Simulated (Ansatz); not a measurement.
Structures of equal composition on the (111) surface of fcc Al: a pseudomorphic layer of Au in the host's stacking; a pseudomorphic layer of Au in the other hollow. The slabs share one bottom face, and each structure is named by its start. These are constructed structures in small cells; real faces may alloy, dewet or reconstruct in larger ones, and not all known structures of the face are among them. Slabs of about 12 Å, Fermi-Dirac smearing of 0.1 eV. Bottom of the slabs: a bare face, its two planes held. Relaxed from the named starts with such symmetry as they have, on meshes of like density; energies extrapolated to zero smearing; spin only where a row says so; no spin-orbit coupling, no U. Brackets mark spin-polarised runs, whose order is one that fits the cell.

All values below come from PBE (plane waves to 420 eV, PAW; Ansatz, a first-principles code).

Task: Order them by energy per 1x1 cell (lowest first) at the level PBE.

Result: a pseudomorphic layer of Au in the host's stacking (0.000 eV), a pseudomorphic layer of Au in the other hollow (0.035 eV)
